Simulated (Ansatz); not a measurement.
For NbSi₂ (P6₂22, No. 180), PBE-D4 in Ansatz (plane waves, PAW) gives:

| Item | Result |
|---|---|
| lattice parameter a | 4.767 Å |
| lattice parameter c | 6.570 Å |

### Question
What does r²SCAN-D4 (PAW; Ansatz, a program for electronic structure) give for the same quantities?

### Answer

- lattice constant a: 4.781 Å (increases by 0.3 %)
- lattice parameter c: 6.566 Å (shrinks by 0.1 %)

Changes are worked out from the printed values.

Unless a cell is named, each level is at its own relaxed cell (PBE-D4 14.36, r²SCAN-D4 14.44 Å³/atom).

Ansatz's density-functional and Hartree–Fock values are scalar-relativistic unless marked +SOC, with PAW data made under PBE.
